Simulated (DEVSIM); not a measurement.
System: abrupt CdTe p-n junction, at 300 K.

Layer 1 from the left is CdTe, thickness (μm) 13.0, Na (cm⁻³) 3.2e15, τn (s) 7.7e-9, τp (s) 7.7e-9. Layer 2 from the left is CdTe, thickness (μm) 0.300, Nd (cm⁻³) 2.3e17, τn (s) 7.7e-9, τp (s) 7.7e-9.

Left contact: ohmic. Right contact: ohmic. Voltage is applied to the left contact. Recombination: SRH at mid-gap, radiative. Mobility is μmin + (μ − μmin)/(1 + (N/Nref)^α).

The device is made up for the run: typed textbook-type constants, with dimensions and the other settings drawn at random. Values at 300 K.

CdTe: gap (eV) 1.5, affinity (eV) 4.28, permittivity 10.2, Nc (cm⁻³) 8e17, Nv (cm⁻³) 1.8e19, μn (cm²/Vs) 1000, μp (cm²/Vs) 80, μn,min 100, μp,min 10, Nref,n 1e17, Nref,p 1e17, αn 0.6, αp 0.6, B (cm³/s) 1e-10.

**Question.** Estimate by hand the built-in potential, the peak field at zero bias, the capacitance at -6 V, and compare with a numerical solution.

**Answer.** 
- Built-in potential: ni = √(Nc Nv) exp(−Eg/2kT) = 954000 cm⁻³ with Eg = 1.500 eV; Vbi = kT/q ln(Na Nd/ni²) = 1.245 V; numerical 1.245 V.
- Peak field at zero bias: depletion approximation: W = √(2εVbi/(qN)) = 0.667 μm with N = 3.16e15 cm⁻³; field = 2Vbi/W = 37300 V/cm; numerical 41800 V/cm (estimate below by 11 %).
- Capacitance at -6 V: C = √(qεN / 2(Vbi + |V|)) = 5.61 nF/cm²; numerical 5.63 nF/cm².

Simulated with DEVSIM: 1D drift-diffusion, Boltzmann statistics, complete ionisation; no tunnelling, impact ionisation, image-force lowering or self-heating.
